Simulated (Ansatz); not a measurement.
An Ansatz (a quantum-chemistry and plane-wave program) run: a single point on TiO2 with a change (isotropic strain −4.64 %), its geometry relaxed with PBEsol; plane-wave PAW DFT at the r2SCAN level (Ansatz, 500 eV), spin-orbit coupling left out.

Input:

Ansatz 0.2 input:
```yaml
crystal:
  lattice:
    - [-1.7974301419, 1.7974301419, 4.5542750712]
    - [1.7974301419, -1.7974301419, 4.5542750712]
    - [1.7974301419, 1.7974301419, -4.5542750712]
  atoms:
    - { symbol: Ti, position: [0.5, 0.5, 0] }
    - { symbol: Ti, position: [0.25, 0.75, 0.5] }
    - { symbol: O, position: [0.2875670665, 0.2875670665, 0] }
    - { symbol: O, position: [0.0375670665, 0.5375670665, 0.5] }
    - { symbol: O, position: [0.4624329335, 0.9624329335, 0.5] }
    - { symbol: O, position: [0.7124329335, 0.7124329335, 0] }
basis: { ecutwfc: 500, ecutrho_ratio: 4, xc_grid: 4, fft_grid_basis: typed }
kpoints: { mp_grid: { grid: [12, 12, 12] } }
hamiltonian:
  xc: r2scan
  dispersion: none
  pseudopotentials: { kind: paw }
scf: { occupations: { method: fermi_dirac, width: 0.05 }, convergence: { dr2_threshold: 0.0000000006 } }
output: { forces: true, stress: true }
checkpoint: { write: state.ck, write_every: 1000 }
```

Output:

```
WARN ansatz: RAYON_NUM_THREADS=2 ignored (pool sized by the plan → 2); use --threads N
Pseudopotentials: kind: paw
Pseudopotential: Ti, paw, valence charge 12
Pseudopotential: O, paw, valence charge 6
Functional definition: r2SCAN
Crystal: 6 atoms, lattice volume = 58.855 Å³
Basis set: ecut = 500 eV, 1517 PW (Γ), exchange–correlation on 160×160×160 points (64 copies of the dense FFT grid, shifted against one another)
Bands: 30, of which v1, the nominal top of the filled ones, is band 24 counted from 1 (23 counted from 0)
Symmetry: 16 space group operations
Space group: I41/amd (ITA 141), of the structure as read, at distance tolerance 3.9e-5 Å
k-points: 163 of 1728
PAW frozen core: Ti, regenerated for the run's functional
PAW frozen core: O, regenerated for the run's functional
Initial density: superposition of atomic densities (neutral atoms: chi_scale 0, normalization atom), corrected by the library's trained network
Initial wavefunctions: pseudopotential atomic-orbital guess
Eigensolver: davidson
Functional: x = r2scan, c = r2scan; τ floored in thin density (d = 2e-4 eV/Å³)
SCF iter   1: F=—  HF=-7291.470625 eV  |F-HF|=—  |Δ(HF+E_count)|=         —  Δρ=2.85e-2  dr2=5.19e-1  dr2_τ=5.40e-1  ethr=1.77e-3  ⟨swp⟩=6.0  Hψ=20838  notcnv=0
all-band conjugate gradients solve this SCF's bands
preconditioner: auto → none
SCF iter   2: F=—  HF=-7291.637349 eV  |F-HF|=—  |Δ(HF+E_count)|=   1.67e-1  Δρ=2.99e-2  dr2=4.46e-1  dr2_τ=6.80e-2  ethr=1.08e-3  ⟨swp⟩=3.0  Hψ=11342  notcnv=0  defer=266
SCF iter   3: F=—  HF=-7291.539731 eV  |F-HF|=—  |Δ(HF+E_count)|=   9.76e-2  Δρ=4.41e-3  dr2=5.35e-3  dr2_τ=6.03e-4  ethr=9.30e-4  ⟨swp⟩=2.1  Hψ=7342  notcnv=0  defer=266
SCF iter   4: F=—  HF=-7291.540996 eV  |F-HF|=—  |Δ(HF+E_count)|=   1.26e-3  Δρ=1.32e-3  dr2=7.83e-4  dr2_τ=1.20e-4  ethr=1.11e-5  ⟨swp⟩=2.0  Hψ=7907  notcnv=0  defer=266
SCF iter   5: F=—  HF=-7291.540900 eV  |F-HF|=—  |Δ(HF+E_count)|=   9.57e-5  Δρ=2.76e-4  dr2=3.11e-5  dr2_τ=2.22e-6  ethr=1.63e-6  ⟨swp⟩=2.0  Hψ=6318  notcnv=0  defer=266
SCF iter   6: F=—  HF=-7291.540898 eV  |F-HF|=—  |Δ(HF+E_count)|=   1.82e-6  Δρ=3.11e-5  dr2=1.86e-7  dr2_τ=6.83e-8  ethr=6.48e-8  ⟨swp⟩=2.0  Hψ=7128  notcnv=0  defer=266
SCF iter   7: F=—  HF=-7291.540899 eV  |F-HF|=—  |Δ(HF+E_count)|=   4.69e-7  Δρ=6.37e-6  dr2=2.00e-8  dr2_τ=1.20e-9  ethr=3.88e-10  ⟨swp⟩=2.0  Hψ=8693  notcnv=0  defer=266
SCF iter   8: F=—  HF=-7291.540899 eV  |F-HF|=—  |Δ(HF+E_count)|=  1.66e-10  Δρ=1.90e-6  dr2=2.33e-9  dr2_τ=5.30e-11  ethr=4.16e-11  ⟨swp⟩=2.1  Hψ=5969  notcnv=0  defer=266
SCF iter   9: F=-7291.540899 eV  HF=-7291.540899 eV  |F-HF|=3.64e-12  |Δ(HF+E_count)|=  2.69e-10  Δρ=2.21e-7  dr2=1.49e-11  dr2_τ=2.54e-12  ethr=1.25e-12  ⟨swp⟩=4.3  Hψ=16069  notcnv=0
SCF 1 converged in 9 iterations: F = -7291.540899 eV  dr2 = 1.49e-11
SCF converged after 9 iterations
Free energy (F): -7291.540899 eV
Harris-Foulkes:  -7291.540899 eV  (|F-HF|=3.64e-12)
Internal energy: -7291.540899 eV  (E = F + TS)
E sigma→0 (E₀):  -7291.540899 eV
Fermi energy:    10.551059 eV
--- Per-component energies (eV) ---
  E_band       = -407.661931
  E_kinetic    = 1276.432243
  E_local      = -3307.739246  (includes V_loc(G=0)·N_el)
  E_nonlocal   = 194.295532
  E_hartree    = 1294.402557
  E_xc         = -488.061029
  E_vxc        = -700.663042  (∫ρ·V_xc dr)
  E_paw        = -2752.205895  (= ΣΔE_a)
  E_vpaw       = -504.575972  (= ΣTr[D̂ρ^β])
  E_aug_tail   = 0.004208  (compensation charges beyond the density's cutoff)
  E_vtau       = 45.779215  (kinetic-family band-sum trace: ∫τ·v_τ [+ j·A + Jᵃ·Aᵃ] dr)
  E_ewald      = -3508.034590
  E_core_change = -0.634678  (= ΣΔE_core)
  E_smearing   = -0.000000  (= −TS)
  E_closure    = -0.000000  (closes the sum)
  Σ components = -7291.540899   (vs F -7291.540899, Δ=0.00e0)
  [band-id]    e_kinetic+e_local+e_nonlocal+2·e_hartree+e_vxc+e_vpaw+e_augmentation_tail+e_vtau = -407.661948   (vs E_band -407.661931, Δ=-1.77e-5)
--- Forces (eV/Å), atoms counted from 1 ---
  atom   1  Ti     0.00000000    -0.00000000     0.00000000
  atom   2  Ti     0.00000000     0.00000000     0.00000000
  atom   3  O      0.00000000     0.00000000    -0.01759776
  atom   4  O      0.00000000     0.00000000    -0.01759776
  atom   5  O      0.00000000     0.00000000     0.01759776
  atom   6  O      0.00000000     0.00000000     0.01759776
  max |Σ_I F_I| component: 6.94e-18 eV/Å
--- Stress (GPa, compression-positive) ---
       48.144011       0.000000       0.000000
        0.000000      48.144011      -0.000000
       -0.000000      -0.000000      33.345745
  P = ⅓ Tr σ = 43.2113 GPa (432.113 kbar)
  The stress holds the Pulay correction. Without it, at fixed plane waves, as pw.x and ABINIT print it: P = 43.0688 GPa
  The stress includes an estimate of the error left by incomplete SCF convergence (largest component 0.0000 GPa).
--- Band table ---
  band table: none
```

Single points use the geometry relaxed with PBEsol. Stability against distortions was not tested. The final runs are not spin-polarised. The cell was made from TiO2 in the anatase structure (space group I4_1/amd, No. 141) by this change: isotropic strain −4.64 %.
